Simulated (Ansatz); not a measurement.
**Au: response to strain**

Take Au in the fcc (Cu type) structure (space group Fm-3m, No. 225; a = 4.0477 Å; relaxed with 0.1 eV smearing) as the base. Axes: x, y, z lie along the cube axes.

Strains are applied to the cell and any free atomic positions relax; under biaxial strain the out-of-plane vector relaxes too.

Calculations: plane-wave PAW DFT at the LDA level (Ansatz, a quantum-chemistry and plane-wave program, 420 eV), spin-orbit coupling left out.

Candidates:
(a) biaxial strain +1.25 %, plane normal [111], relaxed out of plane
(b) biaxial strain +2.08 %, plane normal [111], relaxed out of plane
(c) biaxial strain −2.50 %, plane normal [111], relaxed out of plane
(d) biaxial strain +0.83 %, plane normal [111], relaxed out of plane

Problem. Order them by out-of-plane strain, highest first.

Solution. (c) biaxial strain −2.50 %, plane normal [111], relaxed out of plane (+3.66 %), (d) biaxial strain +0.83 %, plane normal [111], relaxed out of plane (-1.11 %), (a) biaxial strain +1.25 %, plane normal [111], relaxed out of plane (-1.69 %), (b) biaxial strain +2.08 %, plane normal [111], relaxed out of plane (-2.85 %)

Stability against distortions was not tested.
